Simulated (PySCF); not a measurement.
PySCF 2.14.0, PBE0/def2-svp, df: 1,4-dioxane (C1COCCO1), 14 atoms. The geometry is a generated start, not checked to be a minimum at this level.

- task: energy
- method: pbe0
- basis: def2-svp
- two-electron scheme: density fitting
- mol.max_memory: 3000 MB
- mf.max_cycle: 100
- mf.init_guess: minao (default)
- mf.DIIS: CDIIS (default)
- mf.diis_space: 8 (default)
- mf.conv_tol: 1e-09 (default)
- mf.grids.level: 3 (default)
- basis functions: 124
- grid points: 163104

```xyz
14

C      1.2492     0.5440    -0.0111
C      0.9299    -0.8480     0.5193
O     -0.1596    -1.4338    -0.1729
C     -1.0792    -0.4827    -0.6769
C     -1.0982     0.7863     0.1690
O      0.1611     1.4349     0.1662
H      2.0966     0.9753     0.5274
H      1.5073     0.4778    -1.0784
H      1.7823    -1.5175     0.3820
H      0.6998    -0.7864     1.5932
H     -0.8202    -0.2242    -1.7155
H     -2.0612    -0.9619    -0.6712
H     -1.8199     1.5028    -0.2312
H     -1.3878     0.5334     1.2000
```

One run each on 2 threads, 1 BLAS thread. Values of level_shift (Hartree) tried: 0 (default), 0.1, 0.3, 1.

Task: How does the count of Fock builds change with level_shift (Hartree), and where is it least?

Result: Fewest Fock builds, within one of each other: 0 (default) with 11, 0.1 with 11. The count rises to 27 at 1. All converge to one solution.

```tsv
level_shift (Hartree)	Fock builds	end
0 (default)	11	same solution
0.1	11	same solution
0.3	14	same solution
1	27	same solution
```
